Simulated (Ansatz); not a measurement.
# Effective masses and thermopower of BN under load (space group I-4m2)

Input:

```
BN
1.0
    0.00000     1.81725     1.73482
    1.81725     0.00000     1.73482
    1.81725     1.81725     0.00000
B N
1 1
Cartesian
  0.00000   0.00000   0.00000
  0.90863   0.90863   0.86741
```

Level of theory: r2SCAN, rigid bands (plane waves, PAW, scalar-relativistic; Ansatz, a quantum-chemistry and plane-wave program). Condition of this run: uniaxial stress along [001] of 27 GPa (compression positive) (the target of the relaxation). Geometry: cell and atoms relaxed with PBEsol, then loaded as said.

The band gap comes out as 4.20 eV and the electron conductivity mass (300 K, dilute) is 0.30 (x), 0.30 (y), 0.80 (z) mₑ. The hole conductivity mass (300 K, dilute) is 0.55 (x), 0.55 (y), 0.64 (z) mₑ and the effective density of states N_c (300 K) is 7.1e18 cm⁻³. The effective density of states N_v (300 K) is 1.0e19 cm⁻³ and the density-of-states mass, electrons comes out as 0.43 mₑ. The density-of-states mass, holes comes out as 0.54 mₑ, the Seebeck coefficient, n-type 1e19 cm⁻³, 300 K is -192 μV/K and the best n-type power factor at 300 K for τ = 10 fs (best axis; densities from 1e16 to 1e21 cm⁻³ tried, whether or not they can be reached) is 3.7 μW/(cm·K²) at 3e19 cm⁻³. The Seebeck coefficient, p-type 1e19 cm⁻³, 300 K comes out as 226 μV/K.

Rigid bands; masses and Seebeck coefficients take one relaxation time τ for all states and one kind of carrier; polarons and phonon drag are left out. Spin-orbit coupling is left out. Geometry: cell and atoms relaxed with PBEsol.
